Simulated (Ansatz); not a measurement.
# O vacancy + O vacancy (V_O+V_O) in alpha quartz

Computed with PBE, PAW (plane waves to 420 eV; Ansatz, a program for electronic structure). The supercell holds 243 host sites (3×3×3 repeats of a cell of 9 atoms), with a Γ-point k-point sampling for the final energies. Sites at the start: the O site; O 2.63 Å away. Energies of charged states are corrected for periodic images (point charge plus alignment at distant sites). Dielectric constants: PBE linear response of the host. Host gap at this level: 5.68 eV. Finite-size and sampling errors can reach tenths of an eV here. Levels are measured in PBE's own, too narrow, gap. Spin–orbit coupling is left out. Each state is the lowest found from its start.

Formation energies E_f are given with the Fermi level at the valence-band maximum. Chemical conditions: O-rich (Δμ(O) = 0.00 eV; only phases computed here count, gases as isolated molecules at 0 K); Si-rich (Δμ(O) = -4.16 eV; only phases computed here count, gases as isolated molecules at 0 K). Reference phases: O: O2 molecule in a box.

In at least one state atoms left their starting sites on relaxation (a large move, or an atom on the emptied site), so the name describes the start.

The name describes the start.

Charges with a result: +2, +1, 0. Others weren't obtained, and one of them could lie lower, also by skipping a charge.

| charge | moment (μB) | point group | largest move off a lattice site (Å) | image correction with alignment (eV) | E_f, O-rich (eV) | E_f, Si-rich (eV) |
|---|---|---|---|---|---|---|
| +2 | not spin-polarised | C1 | 1.48 | 0.88 | 6.96 | -1.37 |
| +1 | 1.0 | C1 | 0.57 | 0.23 | 9.55 | 1.22 |
| 0 | not spin-polarised | C2 | 0.69 | 0.00 | 10.55 | 2.23 |

Point groups are those of the whole cell at tolerances of 0.03 and 0.1 Å ("near" where only the looser one holds); none is given for unsettled states.

Transition levels above the valence-band maximum: ε(+2/+1) = 2.59 eV; ε(+1/0) = 1.01 eV. On the lower envelope of the bound states, inside the gap: (+2/0) at 1.80 eV; the others aren't thermodynamic.

Flagged in the runs: a doubtful potential alignment, a host whose relaxation on this sampling wasn't shown to rest, a strain field that reaches the edge of the cell, zone-centre sampling.

All states together cost around 110 core-minutes (rough).
